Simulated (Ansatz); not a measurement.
The structure below was relaxed with PBEsol-D3(BJ), PAW, 420 eV (Ansatz, a program for electronic structure; no spin-orbit coupling), at pressure 1.8 GPa.

```
HfS2
1.0
    3.51923     0.00000     0.00000
   -1.75961     3.04774     0.00000
    0.00000     0.00000     5.46859
Hf S
1 2
Cartesian
  0.00000   0.00000   0.00000
  0.00000   2.03183   1.46658
  1.75961   1.01591   4.00202
```

**Question.** Find the space group and the Wyckoff positions.

**Answer.** Space group P-3m1 (No. 164); a = b = 3.519 Å, c = 5.469 Å, α = β = 90.00°, γ = 120.00°

| atom | site | symmetry | x | y | z |
|---|---|---|---|---|---|
| Hf | 1a | -3m. | 0.0000 | 0.0000 | 0.0000 |
| S | 2d | 3m. | 0.3333 | 0.6667 | 0.2682 |

**Question.** Describe the coordination.

**Answer.** The crystal has 3 atoms in its conventional cell. Lattice parameters: a = 3.5192 Å, b = 3.5192 Å, c = 5.4686 Å, α = 90.00°, β = 90.00°, γ = 120.00°. Hf is surrounded by 6 S at 2.506 Å (octahedral). S sees 3 Hf at 2.506 Å (trigonal pyramidal). (Neighbours: up to the widest gap in distance over summed covalent radii, below 1.35, at either atom; cation-cation and far metal-metal contacts left out.)

With Hf present, leaving out spin-orbit coupling can change the band edges. Load acts through the strain it causes; cell and atoms are relaxed under it. Whether these cells are dynamically stable was not tested. The cell was made from HfS$_{2}$ in the CdI2 type structure (space group P-3m1, No. 164; layered, stacked along the Cartesian z axis) by this change: pressure 1.8 GPa.
